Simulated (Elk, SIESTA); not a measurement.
A SIESTA input for a self-consistent single point of TaN (Fm-3m, 2 atoms in the cell) (DFT, GGA PBE, numerical atomic orbitals DZP, PseudoDojo PBE standard norm-conserving potentials (rewritten from UPF to PSML)):

```
# files in the folder: Ta.psml N.psml (PseudoDojo PBE standard)
SystemName  TaN
SystemLabel siesta

NumberOfAtoms                2
NumberOfSpecies              2
%block ChemicalSpeciesLabel
  1 73 Ta
  2 7 N
%endblock ChemicalSpeciesLabel
LatticeConstant              1.0 Ang
%block LatticeVectors
     0.000000000    2.131774000    2.131774000
     2.131774000    0.000000000    2.131774000
     2.131774000    2.131774000    0.000000000
%endblock LatticeVectors
AtomicCoordinatesFormat      Bohr
%block AtomicCoordinatesAndAtomicSpecies
     4.028469020    4.028469020    4.028469020  1
     0.000000000    0.000000000    0.000000000  2
%endblock AtomicCoordinatesAndAtomicSpecies

XC.functional                GGA
XC.authors                   PBE
PAO.BasisSize                DZP
PAO.EnergyShift              0.01 Ry
MeshCutoff                   400 Ry
%block kgrid.MonkhorstPack
   13   0   0  0.0
    0  13   0  0.0
    0   0  13  0.0
%endblock kgrid.MonkhorstPack
OccupationFunction           MP
OccupationMPOrder            0
ElectronicTemperature        200.0 meV

MaxSCFIterations             150
SCF.Mixer.Method             Pulay
SCF.Mixer.Weight             0.2
SCF.Mixer.History            6
SCF.DM.Tolerance             1.0E-05
Diag.ParallelOverK           true
WriteForces                  true
```

Task: Write the same calculation as an input for Elk.

Result: This is the input that was run; spellings and numerical settings could be chosen otherwise.

```
tasks
  0

xctype
  20

tforce
  .true.

rgkmax
  7.5

gmaxvr
  18.0

lmaxapw
  10

lmaxo
  8

nxlo
  2

lorbcnd
  .true.

lradstp
  2

nrmtscf
  2.0

lmaxi
  4

stype
  0

swidth
  0.00734986

maxscl
  100

scale
  5.697115523

avec
    0.0000000000    0.7071067812    0.7071067812
    0.7071067812    0.0000000000    0.7071067812
    0.7071067812    0.7071067812    0.0000000000

atoms
  2
  'Ta.in'
  1
  0.5000000000  0.5000000000  0.5000000000    0.0 0.0 0.0
  'N.in'
  1
  0.0000000000  0.0000000000  0.0000000000    0.0 0.0 0.0

ngridk
  13 13 13
```

Basis, cutoffs, solver keys and any potentials are the target program's own. This input uses DFT, PBE, all-electron FP-LAPW, Elk's shipped species files, APW+lo basis with extra local orbitals.

The starting cell comes from a database of computed structures (which also holds hypothetical and non-ambient phases and stackings), without a prior relaxation at this level. Its lattice was rescaled by a random factor within 2.5 % of one. For this run, on top of that: lattice scaled by 0.98.
